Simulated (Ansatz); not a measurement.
For GeSe (model structure, started from the GeS type, Pnma, No. 62, 8 atoms in the cell), LDA (plane waves, PAW; Ansatz, an electronic-structure program) gives:

```
Property                Value
---------------  ------------
bulk modulus         40.6 GPa
cohesive energy  4.28 eV/atom
band gap              0.29 eV
```

Task: What does PBEsol (plane waves, PAW; Ansatz) give for the same quantities?

Result: 
- bulk modulus: 35.0 GPa (shrinks by 14 %)
- cohesive energy: 3.81 eV/atom (falls by 0.47 eV/atom)
- band gap: 0.39 eV (goes up by 0.10 eV)

Changes are worked out from the printed values.

Unless a cell is named, each level is at its own relaxed cell (LDA 21.37, PBEsol 22.02 Å³/atom).

Levels without +SOC have no spin–orbit coupling; where heavier elements are present it shifts gaps, mostly down, and can invert bands. Density-functional gaps are differences of (generalised) Kohn–Sham levels.

Caveats: the bulk modulus is −V dP/dV from two relaxed cells at ±2 % in volume (LDA, PBEsol). Ansatz's density-functional and Hartree–Fock values are scalar-relativistic unless marked +SOC, with PAW data made under PBE.

A model structure was made by putting elements into a prototype or built by hand; here it ended with the formula and space group of a phase in our tables.
